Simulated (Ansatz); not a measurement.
Structures of equal composition on the (000-1) surface of 4H silicon carbide (C plane on top): (√3x√3)R30° Si adatom at H3; (√3x√3)R30° Si adatom at T4. The slabs share one bottom face, and each structure is named by its start. These are constructed structures in small cells; real faces may alloy, dewet or reconstruct in larger ones, and not all known structures of the face are among them. Slabs of about 11 Å, Fermi-Dirac smearing of 0.025 eV. Bottom of the slabs: H caps. Relaxed from the named starts with such symmetry as they have, on meshes of like density; energies extrapolated to zero smearing; spin only where a row says so; no spin-orbit coupling, no U. Brackets mark spin-polarised runs, whose order is one that fits the cell. Where a second, spin-polarised start was run, the lower counts.

Level of theory: PBE (plane waves to 420 eV, PAW; Ansatz, an electronic-structure program).

Q: Rank these by energy per 1x1 cell (lowest first), as PBE gives it.

A: (√3x√3)R30° Si adatom at H3 (0.000 eV [spin, 1.0 μB a cell], gap 0.69 eV on the mesh), (√3x√3)R30° Si adatom at T4 (0.037 eV [spin, 1.0 μB a cell], gap 0.54 eV on the mesh)
